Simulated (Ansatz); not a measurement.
# A computed series for W: response to strain

Base system: W in the bcc (W type) structure (space group Im-3m, No. 229; relaxed with 0.1 eV smearing).

```xyz
1
Lattice="-1.5676 1.5676 1.5676 1.5676 -1.5676 1.5676 1.5676 1.5676 -1.5676" Properties=species:S:1:pos:R:3 pbc="T T T"
W      0.0000     0.0000     0.0000
```

Cartesian axes are those of the cell as printed.

Strains are applied to the cell and any free atomic positions relax.

Method: DFT with LDA, PAW potentials and a 420 eV plane-wave cutoff in Ansatz (a first-principles code), scalar-relativistic without spin-orbit coupling.

Notes on the quantities. pressure: mean of the normal stresses, compression positive.

| change | pressure | volume per atom |
|---|---|---|
| base | 0.0 GPa | 15.41 Å³ |
| uniaxial strain ε_zz = −3.00 % | 11.0 GPa | 14.95 Å³ |
| uniaxial strain ε_zz = −2.50 % | 9.1 GPa | 15.02 Å³ |
| uniaxial strain ε_zz = −2.00 % | 7.1 GPa | 15.10 Å³ |
| uniaxial strain ε_zz = −1.00 % | 3.5 GPa | 15.26 Å³ |
| uniaxial strain ε_zz = −0.50 % | 1.7 GPa | 15.33 Å³ |
| uniaxial strain ε_zz = +0.50 % | -1.7 GPa | 15.49 Å³ |
| uniaxial strain ε_zz = +1.00 % | -3.3 GPa | 15.56 Å³ |
| uniaxial strain ε_zz = +2.50 % | -7.8 GPa | 15.80 Å³ |
| uniaxial strain ε_zz = +3.00 % | -9.2 GPa | 15.87 Å³ |

Stability against distortions was not tested. All final runs are without spin polarisation.
